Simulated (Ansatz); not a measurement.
Ansatz (a quantum-chemistry and plane-wave program), DFT, PBE, plane waves, its soft PAW files of 3 December: Pt(111) slab of 4 layers, 1x1, atoms displaced, unrelaxed, 4 atoms. Basis and mesh were picked for this test and aren't claimed converged.

- cell: 2.77, 2.77, 26.80 Å; 90, 90, 60°
- distance to the nearest atom: 2.71 to 2.77 Å
- task: single point
- k mesh: 10×10×1
- hamiltonian.xc: pbe
- kind of files: paw
- scf.occupations.method: fermi_dirac
- scf.occupations.width: 0.05 eV
- output.forces: true
- binding of workers (--pin): off
- k-point pools (--kpoint-pools): 1
- memory maximum (--max-ram): 8GiB
- accuracy: medium (default)
- basis.precision: auto (default)
- basis.xc_grid: 2 (default)
- scf.eigensolver.kind: auto (default)
- scf.convergence.dr2_threshold: 1e-07 (default)
- scf.lower_state_search: light (default)
- k-points after symmetry: 52
- bands at the start: 44
- electrons: 72
- plane waves at Γ: 3497
- cutoff (eV): 420
- FFT grid: 20×20×180
- symmetry operations: 1

Settings of this run: scf.mixing.algorithm = auto, scf.mixing.preconditioner = kerker, scf.algorithm = auto; 4 threads.

```
iteration  dr2 (eV)     Hψ
---------  --------  -----
1            5.37e0  10530
2           9.07e-1   4017
3            1.26e0   3388
4           9.59e-2   2843
5           5.65e-3   3466
6           6.81e-3   3677
7           3.95e-4   2232
8           2.20e-4   3125
9           3.71e-5   2308
10          4.04e-5   2486
11          4.63e-5   2538
12          4.70e-5   2562
13          4.63e-5   2753
14          1.36e-5   2501
15          2.59e-5   2376
16          3.13e-5   2257
17          8.37e-6   2303
18          8.76e-6   2365
19          6.62e-6   2581
20          1.30e-5   2679
21          6.10e-6   2508
22          3.48e-6   2487
23          1.55e-6   2638
24          2.81e-6   2763
25          6.32e-7   2493
26          1.06e-6   2479
27          1.02e-6   2496
28          1.82e-7   2439
29          1.55e-7   7141
30          2.01e-7   2537
31          9.22e-8   7812
```

It converged after 31 SCF iterations.

Which change of one setting makes this cycle converge in far fewer steps?

One answer among several that fit: scf.mixing.preconditioner = auto (default) (10 SCF iterations) or scf.mixing.preconditioner = ldos (10 SCF iterations), all else kept. The other changes of this size gave: scf.mixing.preconditioner = local_kerker (17); scf.mixing.preconditioner = none (21); scf.mixing.preconditioner = kerker_dos (31); scf.mixing.algorithm = broyden (33). In that run the program took: scf.mixing.algorithm MSR1, scf.mixing.preconditioner LDOS, scf.eigensolver.kind band_cg, --slots 4. The first change moves the result by: energy under 0.001 meV/atom, forces (largest component) 0.059 meV/Å. Counts are of single runs.

Keys are those of Ansatz 0.2.
